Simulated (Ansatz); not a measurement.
System: BaTe (Pm-3m, No. 221, 2 atoms in the cell; start mp-2600; a measured phase of this formula has another space group). Method: HSE06+SOC (plane waves, PAW; Ansatz, a program for electronic structure).

Run with plane-wave cutoff 460 eV, 6×6×6 k mesh, Fermi–Dirac smearing 0.01 eV, PAW data made under PBE.

Cell (relaxed with PBEsol):

```yaml
crystal:
  lattice:
    - [4.16123, 0.00000, 0.00000]
    - [0.00000, 4.16123, 0.00000]
    - [0.00000, 0.00000, 4.16123]
  atoms:
    - { symbol: Ba, position: [0.00000, 0.00000, 0.00000] }
    - { symbol: Te, position: [0.50000, 0.50000, 0.50000] }
```

**Question.** Predict the band gap and smallest direct gap on the k points sampled.

**Answer.** 
* **band gap**: 1.33 eV (on the SCF k mesh) (indirect)
* **smallest direct gap on the k points sampled**: 1.43 eV

Note: cell and atoms aren't relaxed at this level (pressure 1.8 GPa).

Static lattice: no zero-point or thermal effects.

Computing time: about 16 core-minutes (a rough figure).

A start named mp-… is a Materials Project structure, which need not be a measured phase.
